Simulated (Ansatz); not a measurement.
**CuCl: pressure series**

Base system: CuCl in the zinc blende structure (space group F-43m, No. 216; a = 5.424 Å).

Cell and atoms are relaxed at each pressure.

All numbers come from PBE in Ansatz (plane waves to 420 eV, PAW, no SOC).

Notes on the quantities. enthalpy: H = E + PV relative to the base's energy.

| variant | width of the top valence band | volume per atom | enthalpy | band gap |
|---|---|---|---|---|
| base | 1.08 eV | 19.95 Å³ | – | 0.53 eV |
| pressure −2 GPa | 0.97 eV | 20.90 Å³ | -0.25 eV/atom | 0.45 eV |
| pressure −1 GPa | 1.03 eV | 20.39 Å³ | -0.13 eV/atom | 0.49 eV |
| pressure 0.3 GPa | 1.10 eV | 19.82 Å³ | +0.04 eV/atom | 0.54 eV |
| pressure 0.7 GPa | 1.12 eV | 19.67 Å³ | +0.09 eV/atom | 0.55 eV |
| pressure 1.5 GPa | 1.16 eV | 19.38 Å³ | +0.18 eV/atom | 0.58 eV |
| pressure 3 GPa | 1.23 eV | 18.90 Å³ | +0.36 eV/atom | 0.63 eV |
| pressure 5 GPa | 1.31 eV | 18.36 Å³ | +0.60 eV/atom | 0.69 eV |
| pressure 7.5 GPa | 1.41 eV | 17.78 Å³ | +0.88 eV/atom | 0.76 eV |
| pressure 10 GPa | 1.50 eV | 17.30 Å³ | +1.15 eV/atom | 0.83 eV |

Load acts through the strain it causes; cell and atoms are relaxed under it. Stability against distortions was not tested. Tetrahedral semiconductors of this kind turn to denser phases somewhere between about 1 and 50 GPa; those were not computed, so compressed cells here can lie past the real transition. No Hubbard U is applied. All final runs are without spin polarisation.

Ansatz is an electronic-structure program.
